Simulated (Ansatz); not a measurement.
MoIr (model structure, started from the CuAu type, P4/mmm, No. 123, 2 atoms in the cell) was calculated with LDA (PAW; Ansatz, an electronic-structure program).

Numerical settings: plane-wave cutoff 520 eV, 20×20×16 k mesh (along the axes of the cell as run), Fermi–Dirac smearing 0.05 eV, no spin polarisation, scalar-relativistic PAW data made under PBE.

Cell (relaxed at this level):

IrMo is modelled in the tetragonal space group P4/mmm (No. 123), Pearson symbol tP2. Lattice parameters: a = 2.722 Å, b = 2.722 Å, c = 3.861 Å, α = 90.00°, β = 90.00°, γ = 90.00°. Mo on 1d has 4 Mo at 2.722 Å and 8 Ir at 2.726 Å (cuboctahedral). Ir on 1a is surrounded by 4 Ir at 2.722 Å and 8 Mo at 2.726 Å (cuboctahedral). (Neighbours: up to the widest gap in distance over summed covalent radii, below 1.35, at either atom.)

**Question.** Predict the bulk modulus.

**Answer.** 
bulk modulus: 355 GPa

Note: the run has no spin polarisation, so it can have missed a magnetic state; the bulk modulus is −V dP/dV from two relaxed cells at ±2 % in volume; the relaxation could raise the start's symmetry but not lower it, so the cell can be a saddle point.

Spin–orbit coupling is not included.

Computing time: very roughly 4 core-minutes.

A model structure was made by putting elements into a prototype or built by hand; it is no filed structure, need not be a known phase, and can be a saddle point held by its symmetry.
